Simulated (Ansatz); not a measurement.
**A computed series for ZnO: response to strain**

The parent structure is ZnO in the wurtzite structure (space group P6_3mc, No. 186).

```xyz
4
Lattice="3.2795 0.0000 0.0000 -1.6397 2.8401 0.0000 0.0000 0.0000 5.2937" Properties=species:S:1:pos:R:3 pbc="T T T"
Zn     0.0000     1.8934     0.0077
Zn     1.6397     0.9467     2.6546
O      0.0000     1.8934     2.0145
O      1.6397     0.9467     4.6613
```

Cartesian axes are those of the cell as printed.

Strains are applied to the cell and any free atomic positions relax.

Computed with PBE, PAW, 420 eV (Ansatz, an electronic-structure program; no spin-orbit coupling).

Notes on the quantities. energy relative to the base: free energy F.

| uniaxial strain ε_zz (%) | energy relative to the base (meV/atom) |
|---|---|
| -3 | 6.9 |
| -2.4 | 4.4 |
| -1.8 | 2.5 |
| -1.2 | 1.1 |
| -0.6 | ? |
| 0 | 0.0 |

Fit ΔE = Aε² + Bε³ (ε in %) to the rows shown and predict the withheld row.

Least squares on the printed values gives A = 0.767 and B = 0.00041 meV/atom (largest residual 0.0 meV/atom); this predicts 0.3 meV/atom, and the run gives 0.3 meV/atom, in agreement.

Whether these cells are dynamically stable was not tested.
